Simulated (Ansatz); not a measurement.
The parent structure is BeS in the zinc blende structure (space group F-43m, No. 216; a = 4.869 Å). Axes: x, y, z lie along the cube axes.

Method: r2SCAN in Ansatz (plane waves to 500 eV, PAW, without spin-orbit coupling).

Modification: an isotropic linear strain of −1.50 %, atoms relaxed at fixed cell.

Problem. Predict the stress tensor and what it implies for the stiffness.

Solution. Stress of the strained cell less that of the base (GPa, compression positive):
```
   4.81    0.00    0.00
   0.00    4.81    0.00
   0.00    0.00    4.81
```

Then B = −ΔP/(ΔV/V₀) with ΔV/V₀ = -0.0443 gives secant stiffness values (nonlinear terms included at this strain): B ≈ 109 GPa.

As a check, the harmonic strain energy −½ V₀ Δσ:ε is 9.7 meV/atom; the computed energy rise is 9.3 meV/atom.

No phonon test of stability was made.

Ansatz is a program for electronic structure.
